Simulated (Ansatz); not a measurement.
**O on the 1x1 (100) surface of beta Ga2O3 (cut with top plane Ga + 2 O), one in a 2x1 cell, started at the site 'hollow Ga over Ga at depth 9.3 Å'**

Host crystal: beta Ga2O3, with a band gap (PBE, scalar-relativistic without spin-orbit coupling).

Computed with r2SCAN, at the PBE geometry and the start's symmetry (plane waves to 500 eV, PAW; Ansatz, an electronic-structure program).

Slab: 41 atoms, 10.2 Å thick at the start under the adsorbate (thin: gaps and levels are the slab's own); k 3x4x1, smearing 0.01 eV, dipole-corrected; single point; on the structure that PBE left under its start's symmetry; spin-polarised, ending with about 2.0 μB a cell; orders that need a larger cell were not tried, no spin-orbit, no U, no dispersion correction. The program's check for a lower electronic state was not made. At the end it is bonded to Ga. In PBE it is, or lies within 0.03 eV of, the lowest of the starts that converged; the order may differ at this level.

```yaml
adsorption energy against ½ O2(g) at the same level: 47.0 kcal/mol
change_of_the_step_from_the_bottom_to_the_top_vacuum_level_against_the_clean_slab: 0.38 eV
height of the binding atom over the mean of the host atoms within 0.3 Å of the top one: 1.661 Å
magnetic_moment_of_the_cell: 2.00 μB
nearest_host_atoms_of_the_binding_atom: Ga at 1.96 Å, O at 2.33 Å, O at 2.33 Å
caution: the clean host was not checked against rearrangement in a larger or rattled cell
```

A negative adsorption energy means that the adsorbate is more stable on the surface than in its reference.
